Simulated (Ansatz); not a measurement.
HfSi (model structure, started from the TiAs type, P6₃/mmc, No. 194, 8 atoms in the cell)

Computed with PBEsol in Ansatz (plane waves, PAW).

Run with plane-wave cutoff 500 eV, 12×12×4 k mesh (along the axes of the cell as run), Fermi–Dirac smearing 0.05 eV, scalar-relativistic PAW data made under PBE.

Cell (relaxed at this level):

Space group P6₃/mmc (No. 194); a = 3.645 Å, b = 3.645 Å, c = 13.116 Å, α = 90.00°, β = 90.00°, γ = 120.00°

```csv
atom,site,symmetry,x,y,z
Hf,4f,3m.,0.3333,0.6667,0.1201
Si,2a,-3m.,0.0000,0.0000,0.0000
Si,2d,-6m2,0.6667,0.3333,0.2500
```

- band gap = none

Note: the relaxation could raise the start's symmetry but not lower it, so the cell can be a saddle point.

Spin–orbit coupling is not included.

Computed values are for the static lattice.

A model structure was made by putting elements into a prototype or built by hand; it is no filed structure, need not be a known phase, and can be a saddle point held by its symmetry.

Ansatz is a first-principles code.
